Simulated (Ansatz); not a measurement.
Start from Ru in the hcp (Mg type) structure (space group P6_3/mmc, No. 194).

```
Ru
1.0
    2.69188     0.00000     0.00000
   -1.34594     2.33123     0.00000
    0.00000     0.00000     4.24566
Ru
2
Direct
  0.33333   0.66667   0.75000
  0.66667   0.33333   0.25000
```

Cartesian axes are those of the cell as printed.

Computed with PBEsol (Ansatz, a quantum-chemistry and plane-wave program, PAW, scalar-relativistic without spin-orbit coupling).

Perturbation: a free-standing slab of 3 layers (3 atoms, 1 a layer) is cut normal to the z axis, with 15 Å of vacuum and the in-plane cell held at bulk.

Question: What does the calculation give for the excess energy per area of both faces and change of the spacing d12 from its bulk value of 2.123 Å after the change?

Answer: The excess energy per area of both faces (slab less bulk energy over the cell's area: twice a surface energy) is 5.9 J/m² (uncertain by up to 0.08 J/m²); the change of the spacing d12 from its bulk value of 2.123 Å is -3.5 %.

Slab and bulk use different k-meshes, which limits the precision of the excess energy. No phonon test of stability was made. The final runs are not spin-polarised.
